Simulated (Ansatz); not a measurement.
# SrO, response to strain

Take SrO in the rock salt structure (space group Fm-3m, No. 225) as the base.

```
CELL_PARAMETERS angstrom
      0.00000     2.56121     2.56121
      2.56121     0.00000     2.56121
      2.56121     2.56121     0.00000
ATOMIC_POSITIONS crystal
  Sr 0.00000 0.00000 0.00000
  O  0.50000 0.50000 0.50000
```

Cartesian axes are those of the cell as printed.

Strains are applied to the cell and any free atomic positions relax.

Computed with Ansatz (a quantum-chemistry and plane-wave program), PBEsol, PAW, cutoff 420 eV, without spin-orbit coupling.

Candidates:
(a) uniaxial strain ε_zz = −2.00 %
(b) uniaxial strain ε_zz = +2.00 %
(c) uniaxial strain ε_zz = +1.50 %

Notes on the quantities. energy relative to the base: free energy F.

Q: Order them by energy relative to the base, highest first.

A: (a) uniaxial strain ε_zz = −2.00 % (+4.2 meV/atom), (b) uniaxial strain ε_zz = +2.00 % (+3.5 meV/atom), (c) uniaxial strain ε_zz = +1.50 % (+2.0 meV/atom)

Whether these cells are dynamically stable was not tested.
